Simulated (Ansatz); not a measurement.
**Effect of pressure 5 GPa on NiSi2**

Start from NiSi2 (space group Fm-3m, No. 225; a = 5.3870 Å; non-magnetic).

Modification: cell and atoms relaxed at a pressure of 5 GPa.

Level of theory: Kohn–Sham DFT with the r2SCAN functional, run in Ansatz (a quantum-chemistry and plane-wave program) with PAW and 500 eV plane waves, without spin-orbit coupling. Γ-centred 15×15×15 mesh, Fermi–Dirac width 0.05 eV.

```csv
quantity,base,changed,shift
volume per atom,13.03 Å³,12.65 Å³,-0.373 Å³
lattice parameter a,10.180 bohr,10.082 bohr,-0.098 bohr
shortest interatomic distance,4.408 bohr,4.366 bohr,-0.042 bohr
band gap,zero,zero,–
```

Cost of the whole job for the changed cell (relaxation, final SCF and bands): roughly 50 core-seconds.

Load acts through the strain it causes; cell and atoms are relaxed under it. Stability against distortions was not tested. Competing high-pressure phases were not computed. Seeded moments were not kept for the base. All final runs are without spin polarisation.
